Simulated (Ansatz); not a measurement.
**What a tighter setting buys: basis.ecutwfc, Zr₅N₅O₂ (C2/m, 12 atoms in the cell)**

Cell: a = 5.5235 Å, b = 5.5235 Å, c = 9.2596 Å, α = 105.06°, β = 105.06°, γ = 32.80°.

Method: LDA (PW92), default PAW files made with PBE (plane waves; Ansatz, a first-principles code).

Base settings: basis.ecutwfc = 30.9 Ry; kpoints.mp_grid.grid = 7 7 3; hamiltonian.xc = lda; hamiltonian.pseudopotentials = {kind: paw} (the program's default PAW files); scf.occupations.method = gaussian; scf.occupations.width = 0.01 Ry.

Misses are taken against the tightest run, 61.7 Ry, which need not be fully converged itself. The energy is the free energy per atom.

The count of work is k-points × plane waves × bands × iterations; it is no time, and leaves out set-up, grids and terms that scale otherwise. 

Ansatz's pressure holds its estimate of the finite-basis (Pulay) stress, which hides part of the cutoff error; the uncorrected pressure shows it.

The starting cell comes from a database of computed structures (which also holds hypothetical and non-ambient phases and stackings), without a prior relaxation at this level. In the base run, with a pressure of about -15 GPa the cell is away from its equilibrium volume at this level. Ansatz's pressure includes its estimate of the finite-basis (Pulay) stress.

The runs (basis.ecutwfc): 12.5 Ry | 15.4 Ry | 18.4 Ry | 21.7 Ry | 24.6 Ry | 27.9 Ry | 30.9 Ry | 35.6 Ry | 40.1 Ry | 46.3 Ry | 54 Ry | 61.7 Ry.

### Question
Which is the coarsest setting among those run that, with all tighter ones, holds the energy within 2 meV/atom of the reference, and what does it save?

### Answer
35.6 Ry, off by 0.44 meV/atom; it needs 0.44 of the reference's count of work.

### Question
What does the step from 12.5 Ry to 21.7 Ry buy?

### Answer
It takes the miss in the energy from 6000 to 270 meV/atom, for 2.3 times the count of work.

```tsv
basis.ecutwfc	energy less reference (meV/atom)	pressure less reference (GPa)	largest difference in the force on any atom (eV/Å)	uncorrected pressure less reference (GPa)	count of work / reference
12.5 Ry	6044.37	3.54	1.061	-209.19	0.090
15.4 Ry	2414.91	-8.69	0.495	-110.07	0.13
18.4 Ry	915.10	-0.66	0.149	-50.56	0.16
21.7 Ry	269.88	1.75	0.100	-18.53	0.21
24.6 Ry	80.88	0.47	0.022	-6.94	0.23
27.9 Ry	18.83	-0.01	0.012	-2.10	0.30
30.9 Ry	4.42	-0.02	0.002	-0.61	0.35
35.6 Ry	0.44	0.00	0.000	-0.04	0.44
40.1 Ry	0.25	0.00	0.000	0.01	0.52
46.3 Ry	0.17	0.00	0.000	0.01	0.65
54 Ry	0.11	0.00	0.000	0.01	0.82
61.7 Ry	0.00	0.00	0.000	0.00	1.0
```

Keys are those of Ansatz 0.2.
